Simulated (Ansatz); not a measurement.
Results of r²SCAN (Ansatz, an electronic-structure program, plane waves, PAW) for ZnO (model structure, started from the BN type, Pm-3n, No. 223, 12 atoms in the cell).

Settings: plane-wave cutoff 560 eV, 6×6×6 k mesh, Fermi–Dirac smearing 0.01 eV, scalar-relativistic PAW data made under PBE.

Cell (relaxed with PBEsol):

```cif
data_O6Zn6
_chemical_formula_sum 'Zn6 O6'
_space_group_name_H-M_alt 'P 1'
_space_group_IT_number 1
_cell_length_a 5.57711
_cell_length_b 5.57711
_cell_length_c 5.57711
_cell_angle_alpha 90.000
_cell_angle_beta 90.000
_cell_angle_gamma 90.000
loop_
_space_group_symop_operation_xyz
  'x, y, z'
loop_
_atom_site_label
_atom_site_type_symbol
_atom_site_fract_x
_atom_site_fract_y
_atom_site_fract_z
_atom_site_occupancy
Zn1 Zn 0.25000 0.00000 0.50000 1
Zn2 Zn 0.50000 0.25000 0.00000 1
Zn3 Zn 0.50000 0.75000 0.00000 1
Zn4 Zn 0.75000 0.00000 0.50000 1
Zn5 Zn 0.00000 0.50000 0.75000 1
Zn6 Zn 0.00000 0.50000 0.25000 1
O1 O 0.25000 0.50000 0.00000 1
O2 O 0.00000 0.25000 0.50000 1
O3 O 0.00000 0.75000 0.50000 1
O4 O 0.75000 0.50000 0.00000 1
O5 O 0.50000 0.00000 0.75000 1
O6 O 0.50000 0.00000 0.25000 1
```

Question: Estimate the band gap that the calculation returns.

Answer: 
band gap: 1.38 eV (direct)

Note: the relaxation could raise the start's symmetry but not lower it, so the cell can be a saddle point.

Computed values are for the static lattice.

Computing time: around 50 core-seconds (rough).

A model structure was made by putting elements into a prototype or built by hand; it is no filed structure, need not be a known phase, and can be a saddle point held by its symmetry.
